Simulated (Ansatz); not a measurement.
**Defect calculation: Ge on the Si site in alpha quartz**

Calculation: PBE, PAW (plane waves to 420 eV; Ansatz, an electronic-structure program). The supercell holds 72 host sites (2×2×2 repeats of the unit cell), with a 2×2×2 Γ-centred k-point sampling for the final energies. Site at the start: the Si site. Charged cells carry a point-charge image correction with potential alignment at far atoms. Dielectric constants: PBE linear response of the host. Host gap at this level: 5.68 eV. A cell of this size leaves errors of a few tenths of an eV. Levels are measured in PBE's own, too narrow, gap. Spin–orbit coupling is left out. Each state is the lowest found from its start.

| charge | moment (μB) | point group | largest move off a lattice site (Å) | image correction with alignment (eV) |
|---|---|---|---|---|
| +1* | 0.9 | – | 0.22 | – |
| 0 | not spin-polarised | C2 | 0.21 | 0.00 |
| −1 | 1.0 | C2 | 0.66 | 0.30 |

* At this level the carrier isn't localised at the defect: at charge +1 holes occupy the valence band. Such a state is shallow or no state of the defect, and this cell gives it no level.

Point groups are those of the whole cell at tolerances of 0.03 and 0.1 Å ("near" where only the looser one holds); none is given for unsettled states.

No other site or start that was run ended lower by more than 0.1 eV.

Transition levels above the valence-band maximum: ε(0/−1) = 5.48 eV. On the lower envelope of the bound states, inside the gap: (0/−1) at 5.48 eV.

Flagged in the runs: a doubtful potential alignment, a host whose relaxation on this sampling wasn't shown to rest, a strain field that reaches the edge of the cell.
